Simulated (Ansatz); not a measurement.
Seebeck coefficient (μV/K, mean over directions) of n-type CsBrF (I4/mmm) against carrier density, PBEsol, rigid bands (Ansatz, an electronic-structure program). Computed gap 2.59 eV; densities at which minority carriers matter at this gap, or further valleys turn the trend, are left out. Conductivity mass 1.68 mₑ (harmonic mean over directions), N_c = 5.2e19 cm⁻³ at 300 K.

| electron density | 300 K | 500 K |
|---|---|---|
| 1e16 cm⁻³ | -943 | (withheld) |
| 1e17 cm⁻³ | -745 | -821 |
| 1e18 cm⁻³ | (withheld) | -622 |
| 3e18 cm⁻³ | -452 | -528 |
| 1e19 cm⁻³ | -350 | -425 |
| 3e19 cm⁻³ | -259 | -332 |
| 1e20 cm⁻³ | -168 | -233 |
| 3e20 cm⁻³ | -99 | -152 |
| 1e21 cm⁻³ | -46 | (withheld) |

What belongs in the gaps?


- 1e16 cm⁻³, 500 K: -1019
- 1e18 cm⁻³, 300 K: -547
- 1e21 cm⁻³, 500 K: -75

Rigid bands with a gap fixed in temperature, one relaxation time for all states, no polarons or phonon drag, and whether or not such doping can be reached. Spin-orbit coupling is left out.

Computed structure with no diffraction record at hand here (it may be known, metastable or hypothetical): CsBrF (I4/mmm).
